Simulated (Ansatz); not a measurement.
**KBr: pressure series**

Start from KBr in the rock salt structure (space group Fm-3m, No. 225; a = 6.705 Å).

Cell and atoms are relaxed at each pressure.

Method: PBE, PAW, 420 eV (Ansatz, a quantum-chemistry and plane-wave program; no SOC).

Candidates:
(a) pressure −1 GPa
(b) pressure −2 GPa
(c) pressure 1.5 GPa
(d) pressure 7.5 GPa
(e) pressure 5 GPa

Before the change:

```
Property    Value
--------  -------
Band gap  4.31 eV
```

**Question.** Order them by band gap, highest first.

**Answer.** (d) pressure 7.5 GPa (5.17 eV), (e) pressure 5 GPa (4.95 eV), (c) pressure 1.5 GPa (4.55 eV), (a) pressure −1 GPa (4.09 eV), (b) pressure −2 GPa (3.65 eV)

Load acts through the strain it causes; cell and atoms are relaxed under it. Whether these cells are dynamically stable was not tested. Competing high-pressure phases were not computed.
